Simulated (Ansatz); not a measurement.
System: MgS (P6₃mc, No. 186, 4 atoms in the cell; start mp-1185942; a measured phase of this formula has another space group). Method: PBEsol in Ansatz (plane waves, PAW).

Run with plane-wave cutoff 520 eV, 12×12×6 k mesh (along the axes of the cell as run), Fermi–Dirac smearing 0.01 eV, scalar-relativistic PAW data made under PBE.

Computed at the level's own relaxed cell.

```
MgS
1.0
    4.02849     0.00000     0.00000
   -2.01425     3.48878     0.00000
    0.00000     0.00000     6.41601
Mg S
2 2
Direct
  0.66667   0.33333   0.49628
  0.33333   0.66667   0.99628
  0.33333   0.66667   0.37871
  0.66667   0.33333   0.87871
```

Question: List the 10 lowest band energies at Γ above −25 eV (eV, relative to the valence band maximum), grouping those that round alike.

Answer: At Γ: -11.43, -10.67, -3.29, -0.58 (×2), -0.15 (×2), 0.00, 3.30, 4.57.

A start named mp-… is a Materials Project structure, which need not be a measured phase.

Ansatz is a first-principles code.
